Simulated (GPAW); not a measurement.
**GPAW run on CrI₃ (R-3, 8 atoms in the cell): self-consistent single point**

Method: PBE, GPAW PAW datasets PBE (gpaw-data 1.0.1) (plane waves; GPAW).

Input as run:

```python
from ase import Atoms
from ase.units import GPa
from gpaw import GPAW, PW

atoms = Atoms(['Cr', 'Cr', 'I', 'I', 'I', 'I', 'I', 'I'],
              cell=[[3.292880, 1.901146, 6.056718],
                    [-3.292880, 1.901146, 6.056718],
                    [0.000000, -3.802290, 6.056718]],
              scaled_positions=[[0.333330, 0.333330, 0.333330],
                                [0.666670, 0.666670, 0.666670],
                                [0.088000, 0.755000, 0.421000],
                                [0.421000, 0.088000, 0.755000],
                                [0.755000, 0.421000, 0.088000],
                                [0.912000, 0.245000, 0.579000],
                                [0.579000, 0.912000, 0.245000],
                                [0.245000, 0.579000, 0.912000]],
              pbc=True)

atoms.set_initial_magnetic_moments([3.0, 3.0, 0.0, 0.0, 0.0, 0.0, 0.0, 0.0])

calc = GPAW(spinpol=True,
            mode=PW(800),
            xc='PBE',
            kpts=(3, 3, 3),
            occupations={'name': 'marzari-vanderbilt', 'width': 0.05},
            nbands=-16,
            convergence={'forces': 0.001},
            symmetry={'symmorphic': False, 'tolerance': 0.0005},
            maxiter=100,
            txt='-')

atoms.calc = calc

energy = atoms.get_potential_energy()
print('Energy (eV):', round(energy, 6))
forces = atoms.get_forces()
print('Forces (eV/Ang):')
print(forces.round(5))
stress = atoms.get_stress()
print('Stress (GPa, Voigt):', (stress / GPa).round(4))
```

The program printed (abridged):

```
Input parameters:
  convergence: {forces: 0.001}
  kpts: [3 3 3]
  maxiter: 100
  mode: {ecut: 800.0,
         name: pw}
  nbands: -16
  occupations: {name: marzari-vanderbilt,
                width: 0.05}
  spinpol: True
  symmetry: {symmorphic: False,
             tolerance: 0.0005}
  xc: PBE

species:
  Cr:
    name: Chromium
    Z: 24.0
    valence: 6
    core: 18
    charge: 0.0
    file: Cr.PBE.gz

    # Using partial waves for Cr as LCAO basis

  I:
    name: Iodine
    Z: 53.0
    valence: 7
    core: 46
    charge: 0.0
    file: I.PBE.gz

    # Using partial waves for I as LCAO basis

Reference energy: -1218409.528897  # eV

Spin-polarized calculation.
Initial magnetic moment: 6.000000

Convergence criteria:
 Maximum [total energy] change in last 3 cyles: 0.0005 eV / valence electron
 Maximum integral of absolute [dens]ity change: 0.0001 electrons / valence electron
 Maximum integral of absolute [eigenst]ate change: 4e-08 eV^2 / valence electron
 Maximum change in the atomic [forces] across last 2 cycles: 0.001 eV/Ang OR
Maximum error relative to the maximum force is below inf
 Maximum number of scf [iter]ations: 100

Symmetries present (total): 6
Symmetries with fractional translations: 0
27 k-points: 3 x 3 x 3 Monkhorst-Pack grid
6 k-points in the irreducible part of the Brillouin zone
       k-points in crystal coordinates                weights
   0:     0.00000000    0.00000000    0.00000000          1/27
   1:     0.33333333    0.00000000   -0.33333333          6/27
   2:     0.33333333    0.00000000    0.00000000          6/27
   3:     0.33333333    0.33333333   -0.33333333          6/27
   4:     0.33333333    0.33333333    0.00000000          6/27
   5:     0.33333333    0.33333333    0.33333333          2/27

Wave functions: Plane wave expansion
  Cutoff energy: 800.000 eV
  Number of coefficients (min, max): 11660, 11709
  Pulay-stress correction: 0.000000 eV/Ang^3 (de/decut=0.000000)

Occupation numbers: Marzari-Vanderbilt:
  width: 0.0500  # eV

Eigensolver

Densities:
  Coarse grid: 48*48*48 grid
  Fine grid: 96*96*96 grid
  Total Charge: 0.000000

Density mixing:
  Method: difference
  Backend: pulay
  Linear mixing parameter: 0.05
  old densities: 5
  Damping of long wavelength oscillations: 50

Hamiltonian:
  XC and Coulomb potentials evaluated on a 96*96*96 grid
  External potential:
    NoExternalPotential

XC parameters: PBE with 2 nearest neighbor stencil

Number of atoms: 8
Number of atomic orbitals: 42
Number of bands in calculation: 46
Number of valence electrons: 54
Bands to converge: occupied

Density initialized from atomic densities
  42 bands from LCAO basis set
  4 bands from random numbers

Atomic positions and initial magnetic moments

Positions:
   0 Cr     0.000000    0.000001    6.056657    ( 0.0000,  0.0000,  3.0000)
   1 Cr    -0.000000    0.000001   12.113497    ( 0.0000,  0.0000,  3.0000)
   2 I     -2.196351    0.001902    7.655692    ( 0.0000,  0.0000,  0.0000)
   3 I      1.096529   -1.903046    7.655692    ( 0.0000,  0.0000,  0.0000)
   4 I      1.099822    1.901146    7.655692    ( 0.0000,  0.0000,  0.0000)
   5 I      2.196351   -0.001900   10.514462    ( 0.0000,  0.0000,  0.0000)
   6 I     -1.096529    1.903048   10.514462    ( 0.0000,  0.0000,  0.0000)
   7 I     -1.099822   -1.901144   10.514462    ( 0.0000,  0.0000,  0.0000)

Unit cell:
           periodic     x           y           z      points  spacing
  1. axis:    yes    3.292880    1.901146    6.056718    48     0.1134
  2. axis:    yes   -3.292880    1.901146    6.056718    48     0.1134
  3. axis:    yes    0.000000   -3.802290    6.056718    48     0.1134

  Lengths:   7.151311   7.151311   7.151311
  Angles:   54.833367  54.833367  54.833361

Effective grid spacing dv^(1/3) = 0.1272

     iter     time        total  log10-change:         magmom
                         energy   eigst   dens  force
iter:   1 --:--:--   -34.171590                          +5.9628
iter:   2 --:--:--   -29.567846   -1.09  -0.85           +4.3621
iter:   3 --:--:--   -29.930160   -2.26  -1.36           +5.0155
iter:   4 --:--:--   -30.488354   -2.16  -1.39           +6.0933
iter:   5 --:--:--   -30.279262   -2.49  -1.54           +6.0157
iter:   6 --:--:--   -30.258224   -2.59  -1.93           +6.0096
iter:   7 --:--:--   -30.245539   -3.18  -2.15           +6.0017
iter:   8 --:--:--   -30.234077c  -3.88  -2.31           +5.9889
iter:   9 --:--:--   -30.247705c  -3.57  -2.60           +5.9998
iter:  10 --:--:--   -30.246860c  -4.26  -2.65           +5.9976
iter:  11 --:--:--   -30.247044c  -5.28  -3.03           +5.9964
iter:  12 --:--:--   -30.246986c  -5.17  -3.02           +5.9958
iter:  13 --:--:--   -30.247008c  -5.85  -3.11           +5.9957
iter:  14 --:--:--   -30.246962c  -5.86  -3.18           +5.9957
iter:  15 --:--:--   -30.246946c  -6.07  -3.41           +5.9957
iter:  16 --:--:--   -30.246936c  -6.87  -3.52           +5.9957
iter:  17 --:--:--   -30.246932c  -6.92  -3.57           +5.9957
iter:  18 --:--:--   -30.246937c  -6.53  -3.63           +5.9957
iter:  19 --:--:--   -30.246934c  -7.44c -3.66           +5.9957
iter:  20 --:--:--   -30.246932c  -7.31  -3.66           +5.9957
iter:  21 --:--:--   -30.246932c  -8.26c -3.72           +5.9957
iter:  22 --:--:--   -30.246934c  -7.33  -3.75           +5.9957
iter:  23 --:--:--   -30.246933c  -8.42c -4.06c          +5.9957
iter:  24 --:--:--   -30.246932c  -7.98c -4.17c -2.13    +5.9957
iter:  25 --:--:--   -30.246932c  -8.35c -4.36c -2.66    +5.9957
iter:  26 --:--:--   -30.246932c  -8.95c -4.51c -2.93    +5.9957
iter:  27 --:--:--   -30.246932c  -8.03c -4.64c -2.59    +5.9957
iter:  28 --:--:--   -30.246932c  -9.28c -5.36c -3.63c   +5.9957

Converged after 28 iterations.

Dipole moment: (0.000000, 0.000000, -0.000000) |e|*Ang

Total magnetic moment: (0.000000, 0.000000, 5.995712)
Local magnetic moments:
   0 Cr ( 0.000000,  0.000000,  2.849752)
   1 Cr ( 0.000000,  0.000000,  2.849752)
   2 I  ( 0.000000,  0.000000, -0.053342)
   3 I  ( 0.000000,  0.000000, -0.053342)
   4 I  ( 0.000000,  0.000000, -0.053342)
   5 I  ( 0.000000,  0.000000, -0.053342)
   6 I  ( 0.000000,  0.000000, -0.053342)
   7 I  ( 0.000000,  0.000000, -0.053342)

Energy contributions relative to reference atoms: (reference = -1218409.528897)

Kinetic:        +37.995942
Potential:      -38.852778
External:        +0.000000
XC:             -29.538205
Entropy (-ST):   +0.000298
Local:           +0.147811
SIC:             +0.000000
--------------------------
Free energy:    -30.246932
Extrapolated:   -30.246932

Spin contamination: 0.579460 electrons
Showing only first 2 kpts
                      Up                     Down
 Kpt  Band  Eigenvalues  Occupancy  Eigenvalues  Occupancy
  0    25      5.28497    1.00000      7.43087    0.00000
  0    26      5.28552    1.00000      7.43408    0.00000
  0    27      5.72924    1.00000      7.60146    0.00000
  0    28      5.72928    1.00000      7.73244    0.00000

  1    25      4.90866    1.00000      7.23174    0.00000
  1    26      4.96479    1.00000      7.26294    0.00000
  1    27      5.19674    1.00000      7.74786    0.00000
  1    28      5.36964    1.00000      7.84517    0.00000

Fermi level: 6.00545

Gap: 0.489 eV
Transition (v -> c):
  (s=0, k=0, n=29, [0.00, 0.00, 0.00]) -> (s=0, k=3, n=30, [0.33, 0.33, -0.33])
Direct/indirect transitions are different
Direct gap: 0.847 eV
Transition at: (s=0, k=3, n=29, [0.33, 0.33, -0.33])
Energy (eV): -30.246932

Forces in eV/Ang:
  0 Cr    0.00000    0.00000    0.00788
  1 Cr   -0.00000   -0.00000   -0.00788
  2 I     0.05114   -0.23370   -0.60902
  3 I     0.17682    0.16114   -0.60902
  4 I    -0.22796    0.07256   -0.60902
  5 I    -0.05114    0.23370    0.60902
  6 I    -0.17682   -0.16114    0.60902
  7 I     0.22796   -0.07256    0.60902

Stress tensor:
    -0.032307     0.000000    -0.000000
     0.000000    -0.032307     0.000000
    -0.000000     0.000000    -0.029332
Stress (GPa, Voigt): [-5.1762 -5.1762 -4.6995  0.     -0.      0.    ]
```

The run converged in 28 iterations. GPAW prints stress with tension positive.

The starting cell was generated: these elements placed on a structure prototype, without a prior relaxation; it need not be a known phase or ordering of this composition. Its lattice was rescaled by a random factor within 2.5 % of one. Spin-orbit coupling is off. The magnetic order is the one reached from the typed start; others were not searched systematically. With a pressure of about 5 GPa the cell is away from its equilibrium volume at this level. The log's line on a gap gives a spacing of levels on this mesh, which the program prints for metals too.

Cost on one core of a shared machine: roughly 6 min.
